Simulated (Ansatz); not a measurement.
An H-capped Ge nanowire along [110], 30 atoms a period besides the caps, stretched and compressed along its axis from its relaxed period of 4.097 Å, atoms relaxed at each length.

Method: PBE (plane waves to 420 eV, PAW; Ansatz, a first-principles code). Mesh 1×1×8. No spin polarisation. One-dimensional cell, images about 11 Å apart. An idealised model, cut from the bulk lattice. It keeps the symmetry and period of its start, so it need not be a minimum against all distortions. Values not marked SOC lack spin–orbit coupling. Buckling under compression is shut out by symmetry and the short period. Energies are free energies at a Fermi–Dirac width of 0.02 eV, from the unstrained cell.

```tsv
strain (%)	energy (meV a period)	axial force (nN)	PBE gap (eV)
-3.0	+269	-7.24	1.12
-1.5	+65	-3.45	1.10
0.0	0	0.00	1.07
+1.5	+61	+3.12	1.02
+3.0	+236	+5.97	0.96
+6.0	+884	+10.79	0.81
```

The slope of the force at zero strain is 220 nN.
